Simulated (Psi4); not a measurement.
Psi4 1.11, HF/def2-tzvp, scf_type pk: sulfur difluoride (FSF), 3 atoms. The geometry is a generated start, not checked to be a minimum at this level.

```json
{
 "task": "energy",
 "method": "scf",
 "basis": "def2-tzvp",
 "memory": "7 GB",
 "e_convergence": "1e-08",
 "d_convergence": "1e-07",
 "guess": "auto, which took SAD (default)",
 "diis_max_vecs": "10 (default)",
 "scf_initial_accelerator": "adiis (default)",
 "basis_functions": "99"
}
```

```xyz
3

F     -1.2169    -0.3884     0.0204
S     -0.0167     0.7194     0.0002
F      1.2336    -0.3311    -0.0206
```

The reference run uses exact four-centre integrals (scf_type = pk). One run each, on a shared machine, so no times are given.

Settings tried, all else as in the reference:
- scf_type = dfdirj+cosx, cosx_radial_points_final = 25, cosx_spherical_points_final = 50
- scf_type = cd, cholesky_tolerance = 1e-05
- scf_type = cd, cholesky_tolerance = 0.0001 (default)
- scf_type = dfdirj+cosx, cosx_radial_points_final = 50, cosx_spherical_points_final = 194
- scf_type = mem_df
- scf_type = dfdirj+cosx, cosx_radial_points_final = 75, cosx_spherical_points_final = 302
- scf_type = cd, cholesky_tolerance = 0.001
- scf_type = dfdirj+link
- scf_type = cd, cholesky_tolerance = 0.01
- scf_type = dfdirj+cosx
- scf_type = cd, cholesky_tolerance = 1e-06
- scf_type = dfdirj+snlink

Question: Which settings reproduce the reference to 1.0 meV/atom in energy?

Answer: Within it: scf_type = cd, cholesky_tolerance = 1e-06; scf_type = cd, cholesky_tolerance = 1e-05; scf_type = dfdirj+cosx, cosx_radial_points_final = 75, cosx_spherical_points_final = 302; scf_type = dfdirj+cosx, cosx_radial_points_final = 50, cosx_spherical_points_final = 194; scf_type = dfdirj+snlink; scf_type = dfdirj+link. At the edge (between 0.75 and 1.33 times the tolerance): scf_type = mem_df. Outside: scf_type = cd, cholesky_tolerance = 0.0001 (default); scf_type = cd, cholesky_tolerance = 0.01; scf_type = cd, cholesky_tolerance = 0.001; scf_type = dfdirj+cosx; scf_type = dfdirj+cosx, cosx_radial_points_final = 25, cosx_spherical_points_final = 50.

```tsv
setting	energy against the reference
scf_type = cd, cholesky_tolerance = 1e-06	+0.0054 meV/atom
scf_type = cd, cholesky_tolerance = 1e-05	+0.073 meV/atom
scf_type = dfdirj+cosx, cosx_radial_points_final = 75, cosx_spherical_points_final = 302	+0.25 meV/atom
scf_type = dfdirj+cosx, cosx_radial_points_final = 50, cosx_spherical_points_final = 194	−0.26 meV/atom
scf_type = dfdirj+snlink	−0.56 meV/atom
scf_type = dfdirj+link	−0.61 meV/atom
scf_type = mem_df	+1.2 meV/atom
scf_type = cd, cholesky_tolerance = 0.0001 (default)	+1.7 meV/atom
scf_type = cd, cholesky_tolerance = 0.01	−2.2 meV/atom
scf_type = cd, cholesky_tolerance = 0.001	+4.9 meV/atom
scf_type = dfdirj+cosx	−5.5 meV/atom
scf_type = dfdirj+cosx, cosx_radial_points_final = 25, cosx_spherical_points_final = 50	+39 meV/atom
```

Total energies are compared; such shifts often cancel in part in energy differences. The DFDIRJ builders fit J, which adds its shift to that of exchange. Psi4 runs the final COSX grid once, on the density of the start grid. Also tried and not ranked: scf_type = direct (same energy as a listed run). The tolerance is a choice made for this comparison.
